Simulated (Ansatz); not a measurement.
Functionals compared on a constructed model of the (111) surface of germanium, (√3x√3)R30° Au adatom at H3 (bottom of the slab: 3 H on 3 bottom sites), in Ansatz (plane waves, PAW). The structure was relaxed with PBE; the other rows are single points on it. Cutoff 420 eV (500 eV for r2SCAN).

Slab: 28 atoms, 13.6 Å thick at the start with caps and adatoms (thin: gaps and levels are the slab's own); k 5x5x1, smearing 0.025 eV, dipole-corrected; 6 atoms held, the rest relaxed; start symmetry kept, larger cells not searched; no spin (no spin-polarised run to compare, though such a face may carry moments), no spin-orbit, no U. The slab shows no gap on its mesh. In PBE it is, or lies within 0.01 eV a 1x1 cell of, the lowest of the 2 structures of its composition computed so far; subsurface sites and larger cells were not tried. These notes are the PBE run's.

| functional | work function of the top face (eV) | rough cost of the single point |
|---|---|---|
| PBE | 4.92 | – |
| r2SCAN | … | very roughly 3 core-minutes |

### Question
What belongs in the gaps?

### Answer

- r2SCAN, work function of the top face (eV): 5.04

Ansatz is an electronic-structure program.
